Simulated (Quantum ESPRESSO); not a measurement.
# Several settings converged on InBi (P4mm, 4 atoms in the cell)

```
InBi
1.0
    4.92555     0.00000     0.00000
    0.00000     4.92555     0.00000
    0.00000     0.00000     5.23795
In Bi
2 2
Direct
  0.50000   0.50000   0.00000
  0.00000   0.00000   0.00000
  0.50000   0.00000   0.36956
  0.00000   0.50000   0.63999
```

Base method: LDA (PW92), PseudoDojo standard norm-conserving (LDA) pseudopotentials (plane waves; Quantum ESPRESSO).

Base settings: ecutwfc = 70 Ry; occupations = smearing; smearing = gaussian; degauss = 0.0073499 Ry; potentials = {In: In.upf, Bi: Bi.upf}; K_POINTS = automatic 3 3 3 0 0 0; conv_thr = 1e-09 Ry; mixing_beta = 0.3.

The count of work is k-points × plane waves × bands × iterations; it is no time. Core times come from one kind of shared machine, to one figure; runs under 30 s give none.

**The k-point mesh**

The second cell is the first with its lattice scaled by 0.98.

Only quantities that move along the ladder and can be compared are tabulated.

```tsv
K_POINTS	free energy less the last step's (meV/atom)	energy of the compressed cell less the first (meV/atom)	pressure (GPa)	largest difference of a force vector from the last step's (eV/Å)	count of work / last
automatic 1 1 1 0 0 0	1091.78	106.04	7.20	3.635	0.030
automatic 2 2 2 0 0 0	139.95	-19.64	-2.91	0.330	0.15
automatic 3 3 3 0 0 0	32.15	-25.77	-3.36	0.214	0.17
automatic 4 4 4 0 0 0	1.20	-27.57	-3.53	0.077	0.45
automatic 6 6 6 0 0 0	-5.65	-28.62	-3.62	0.057	1.0
automatic 7 7 7 0 0 0	0.00	-28.07	-3.58	0.000	1.0
```

Coarsest K_POINTS that holds the forces within 0.02 eV/Å: not settled: the last two steps still differ by 0.057 eV/Å, over half the tolerance, so the ladder does not show it.

Coarsest K_POINTS that holds the energy of the compressed cell less the first within 2 meV/atom of the last step, with all finer ones: automatic 4 4 4 0 0 0; the step before is off by 2.3 meV/atom.

Coarsest K_POINTS that holds the pressure within 0.2 GPa of the last step, with all finer ones: automatic 4 4 4 0 0 0; the step before is off by 0.22 GPa.

**The k-point mesh at a smearing width of 0.05 eV**

In this ladder: degauss = 0.0036749 Ry.

The second cell is the first with its lattice scaled by 0.98.

Only quantities that move along the ladder and can be compared are tabulated.

| K_POINTS | free energy less the last step's (meV/atom) | energy of the compressed cell less the first (meV/atom) | pressure (GPa) | largest difference of a force vector from the last step's (eV/Å) | count of work / last | core time / last (rough) |
|---|---|---|---|---|---|---|
| automatic 3 3 2 0 0 0 | -10.13 | -36.27 | -4.25 | 0.751 | 0.17 | – |
| automatic 4 4 3 0 0 0 | 6.38 | -28.34 | -3.63 | 0.142 | 0.30 | 0.2 |
| automatic 5 5 5 0 0 0 | -11.02 | -27.55 | -3.53 | 0.012 | 0.45 | 0.3 |
| automatic 7 7 7 0 0 0 | 0.00 | -27.97 | -3.57 | 0.000 | 1.0 | 1 |

Coarsest K_POINTS that holds the free energy within 5 meV/atom: not settled: the last two steps still differ by 11 meV/atom, over half the tolerance, so the ladder does not show it.

Coarsest K_POINTS that holds the pressure within 0.5 GPa of the last step, with all finer ones: automatic 4 4 3 0 0 0, at 0.30 of the last step's count of work and about 0.2 of the last step's time; the step before is off by 0.68 GPa.

Coarsest K_POINTS that holds the energy of the compressed cell less the first within 2 meV/atom of the last step, with all finer ones: automatic 4 4 3 0 0 0, at 0.30 of the last step's count of work and about 0.2 of the last step's time; the step before is off by 8.3 meV/atom.

**The number of bands**

The mesh stays at the base's, so the ladder's end is converged at best in this setting alone.

Only quantities that move along the ladder and can be compared are tabulated.

```csv
nbnd,free energy less the last step's (meV/atom),largest difference of a force vector from the last step's (eV/Å)
28,30.23,0.256
30,0.00,0.001
32,0.00,0.001
60,0.00,0.000
```

Coarsest nbnd that holds the forces within 0.02 eV/Å of the last step, with all finer ones: 30; the step before is off by 0.26 eV/Å.

Coarsest nbnd that holds the free energy within 5 meV/atom of the last step, with all finer ones: 30; the step before is off by 30 meV/atom.

On the base run: the starting cell comes from a database of computed structures (which also holds hypothetical and non-ambient phases and stackings), without a prior relaxation at this level. Its lattice was rescaled by up to half a per cent. One atom was moved a little off its site on purpose. In the base run, with a pressure of about -3 GPa the cell is away from its equilibrium volume at this level. Without a gap this mesh is coarse (it stands for a supercell whose shortest vector is 15 Å).
